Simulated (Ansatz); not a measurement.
A single chain of BSe2 cut from its crystal, 12 atoms a period, stretched and compressed along its axis from its relaxed period of 11.218 Å, atoms relaxed at each length.

These are PBE+D3(BJ) (plane waves to 420 eV, PAW; Ansatz, a program for electronic structure) values and carry that method's errors. Mesh 1×1×4. No spin polarisation. It repeats along c; a and b span vacuum. A model cut from a filed crystal. Symmetry and one short period hold its shape; lower forms weren't sought. Values not marked SOC lack spin–orbit coupling. Buckling under compression is shut out by symmetry and the short period. Energies are free energies at a Fermi–Dirac width of 0.02 eV, from the unstrained cell.

```csv
strain (%),energy (meV a period),axial force (nN),PBE gap (eV)
-1.5,[?],[?],[?]
0.0,0,0.00,1.89
+1.5,[?],[?],[?]
+3.0,+52,+0.48,1.89
```

Fill in the missing entries.


- +1.5, energy (meV a period): +14
- +1.5, axial force (nN): +0.25
- +1.5, PBE gap (eV): 1.89
- -1.5, energy (meV a period): +13
- -1.5, axial force (nN): -0.26
- -1.5, PBE gap (eV): 1.89
